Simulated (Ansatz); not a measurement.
Consider Pt in the fcc (Cu type) structure (space group Fm-3m, No. 225; a = 3.942 Å; relaxed with 0.1 eV smearing). Axes: x, y, z lie along the cube axes.

All numbers come from Ansatz (a first-principles code), r2SCAN, PAW, cutoff 500 eV, spin-orbit coupling left out.

One thing is altered: tensile biaxial strain of 1.32 % in the plane normal to [111], as in epitaxy on a mismatched substrate; the out-of-plane cell vector and the atoms relax.

Problem. What happens to the out-of-plane strain, energy relative to the base and in-plane stress?

Solution. The out-of-plane strain comes out as -1.55 %; the energy grows by 5.0 meV/atom; the mean in-plane stress (compression positive) comes out as -3.9 GPa.

No phonon test of stability was made. All final runs are without spin polarisation.
